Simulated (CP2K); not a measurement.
CP2K run on BaP₄Pd₂ (I4/mmm, 7 atoms in the cell): self-consistent single point.

Method of the run: PBEsol, GPW, DZVP-MOLOPT-SR-GTH basis, GTH-PBE potentials (GTH_POTENTIALS) in CP2K.

```
Ba(P2Pd)2
1.0
    5.68687     0.00000     0.00000
   -2.54928     5.08347     0.00000
   -1.56880    -2.54174     4.83931
Ba P Pd
1 4 2
Direct
  0.00000   0.00000   0.00000
  0.27381   0.50000   0.77381
  0.72619   0.50000   0.22619
  0.50000   0.72619   0.22619
  0.50000   0.27381   0.77381
  0.75000   0.25000   0.50000
  0.25000   0.75000   0.50000
```

Reference input (self-consistent single point, DFT LDA (Pade form), GPW, DZVP-MOLOPT-SR-GTH basis, GTH-PADE potentials (GTH_POTENTIALS)): CUTOFF = 500 Ry; REL_CUTOFF = 50 Ry; SMEAR/METHOD = FERMI_DIRAC; ELECTRONIC_TEMPERATURE = 1578.21 K; KPOINTS/SCHEME = MACDONALD 6 6 6 0.08333333333 0.08333333333 0.08333333333; XC_FUNCTIONAL = PADE; Ba/BASIS_SET = DZVP-MOLOPT-SR-GTH; Ba/POTENTIAL = GTH-PADE-q10; P/BASIS_SET = DZVP-MOLOPT-SR-GTH; P/POTENTIAL = GTH-PADE-q5; Pd/BASIS_SET = DZVP-MOLOPT-SR-GTH; Pd/POTENTIAL = GTH-PADE-q18. This run's input differs from it in these lines:

```diff
@@ -43,3 +43,6 @@
     &XC
-      &XC_FUNCTIONAL PADE
+      &XC_FUNCTIONAL
+        &PBE
+          PARAMETRIZATION PBESOL
+        &END PBE
       &END XC_FUNCTIONAL
@@ -79,3 +82,3 @@
       BASIS_SET DZVP-MOLOPT-SR-GTH
-      POTENTIAL GTH-PADE-q10
+      POTENTIAL GTH-PBE-q10
     &END KIND
@@ -83,3 +86,3 @@
       BASIS_SET DZVP-MOLOPT-SR-GTH
-      POTENTIAL GTH-PADE-q5
+      POTENTIAL GTH-PBE-q5
     &END KIND
@@ -87,3 +90,3 @@
       BASIS_SET DZVP-MOLOPT-SR-GTH
-      POTENTIAL GTH-PADE-q18
+      POTENTIAL GTH-PBE-q18
     &END KIND
```

Output (repeated stretches shortened):

```
 SCF WAVEFUNCTION OPTIMIZATION

  Step     Update method      Time    Convergence         Total energy    Change
     1 NoMix/Diag. 0.20E+00      -     1.75347329      -307.4222041216 -3.07E+02
     2 Broy./Diag. 0.20E+00      -     0.31308950      -319.6325938889 -1.22E+01
     3 Broy./Diag. 0.20E+00      -     0.17983574      -311.9328638115  7.70E+00
     4 Broy./Diag. 0.20E+00      -     0.04415056      -306.6849604626  5.25E+00
     5 Broy./Diag. 0.20E+00      -     0.01101703      -305.6992265229  9.86E-01
     6 Broy./Diag. 0.20E+00      -     0.01461648      -305.7504357502 -5.12E-02
   [... 11 lines left out ...]
    18 Broy./Diag. 0.20E+00      -     0.00000200      -306.1462386558 -4.17E-05
    19 Broy./Diag. 0.20E+00      -     0.00000014      -306.1462515683 -1.29E-05
    20 Broy./Diag. 0.20E+00      -     0.00000020      -306.1462573713 -5.80E-06
    21 Broy./Diag. 0.20E+00      -     0.00000007      -306.1462577074 -3.36E-07
  *** SCF run converged in    21 steps ***

  Overlap energy of the core charge distribution:               0.00000000025161
  Self energy of the core charge distribution:               -563.69059442006244
  Core Hamiltonian energy:                                    129.77411042637416
  Hartree energy:                                             163.26438446611263
  Exchange-correlation energy:                                -35.48983963454476
  Electronic entropic energy:                                  -0.00431854553322
  Fermi energy:                                                 0.33821121806991

  Total energy:                                              -306.14625770742072
  Total energy (extrapolated to T->0):                       -306.14409843465410

                     Mulliken Population Analysis

   [... lines left out ...]

 STRESS| Analytical stress tensor [bar]
 STRESS|                        x                   y                   z
 STRESS|      x       -8.19741838583E+03  -4.43543272459E+03  -2.24824244032E-01
 STRESS|      y       -4.43543272459E+03  -1.26462445445E+04  -4.92209785518E-01
 STRESS|      z       -2.24824244032E-01  -4.92209785518E-01  -5.46023004213E+03
 STRESS| 1/3 Trace                                            -8.76796432415E+03
```

The run converged in 21 iterations. Against the reference run the pressure goes from -5.54 to -0.88 GPa and the largest force goes from 0.525 to 0.442 eV/Å.

The starting cell comes from a database of computed structures (which also holds hypothetical and non-ambient phases and stackings), without a prior relaxation at this level. Spin polarisation is off. Values carry the incompleteness of an atom-centred basis. The potentials were made for another functional than the one used.

Cost on one core of a shared machine: roughly 2 min.
